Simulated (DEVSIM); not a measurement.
System: Ni/SiO2/p-Si capacitor, at 300 K.

Layer 1 from the left is SiO2, thickness (nm) 26.0. Layer 2 from the left is Si, thickness (nm) 4000, Na (cm⁻³) 2.1e16.

Metal gate on the left, work function 5.1 eV. Fixed charge at the semiconductor interface 0 cm⁻² (in units of +e); no interface traps.

This is a model device: material constants are rounded textbook-type values typed into the input, and sizes, dopings and lifetimes were drawn at random. Values at 300 K.

SiO2: gap (eV) 9, affinity (eV) 0.9, permittivity 3.9. Si: gap (eV) 1.124, affinity (eV) 4.05, permittivity 11.7, Nc (cm⁻³) 2.86e19, Nv (cm⁻³) 3.1e19.

Problem. Estimate by hand the flat-band voltage, the threshold voltage, and compare with a numerical solution.

Solution. 
- Flat-band voltage: C = 0.133 μF/cm², work-function difference 0.115 V; VFB = φms − qNf/C = 0.11 V; numerical 0.11 V.
- Threshold voltage: φF = 0.374 V, depletion charge √(4εqNφF) = 7.22e-8 C/cm²; VT = VFB + 2φF + Qd/C = 1.41 V; numerical 1.41 V.

Model (solved in DEVSIM): 1D Poisson equation in equilibrium, Boltzmann statistics, complete ionisation; no quantum confinement or tunnelling. Metal contacts follow the ideal Schottky-Mott rule: no Fermi-level pinning, no interface dipoles.
